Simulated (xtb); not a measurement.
xtb 6.7.1, GFN2-xTB: disilicic acid triplet (O[Si](O)(O)O[Si](O)(O)O), charge 0, multiplicity 3, 15 atoms. The geometry is a generated start, not checked to be a minimum at this level.

```json
{
  "method": "GFN2-xTB",
  "--acc": "1 (default)",
  "--etemp (K)": "300 (default)",
  "detailed input (--input)": "none: ANC optimiser, Lindh (1995) Hessian, microcycle=20, maxdispl=1.0, hlow=0.01 (default)",
  "basis_functions": "54",
  "valence_electrons": "56"
}
```

```xyz
15

O      2.8120     0.4082     0.6402
Si     1.4686    -0.4327     0.3190
O      1.6732    -1.3568    -0.9916
O      1.1382    -1.3749     1.5925
O      0.2818     0.6562     0.0327
Si    -1.2944     0.5110    -0.2835
O     -1.7449     1.8272    -1.1269
O     -1.5123    -0.8854    -1.0889
O     -2.2235     0.4391     1.0410
H      3.1552     0.9894    -0.0324
H      0.8960    -1.7894    -1.3407
H      1.1457    -0.9926     2.4657
H     -1.1897     2.1207    -1.8449
H     -2.3620    -1.3123    -1.0056
H     -2.2438     1.1923     1.6233
```

Charge 0 and multiplicity 3 are set for this test and not shown to be the ground state. GFN-xTB has no spin term: --uhf 2 sets the occupations alone.

The structure is relaxed from this start with --opt LEVEL for the levels crude, sloppy, loose, lax, normal, tight, vtight, extreme, once each. Up to the end of the extreme run atoms move by at most 1.6 Å along an axis.

Which level is enough to come within 5 meV of the tightest end point?

normal: 103 cycles against 129, ending 0.58 meV above.

| level | cycles | energy above the extreme run (meV) | gradient norm (eV/Å) |
|---|---|---|---|
| crude | 31 | 140 | 0.46 |
| sloppy | 40 | 100 | 0.30 |
| loose | 44 | 100 | 0.12 |
| lax | 53 | 89 | 0.078 |
| normal | 103 | 0.58 | 0.040 |
| tight | 111 | 0.16 | 0.015 |
| vtight | 124 | under 0.01 | 0.0046 |
| extreme | 129 | — | 0.0021 |
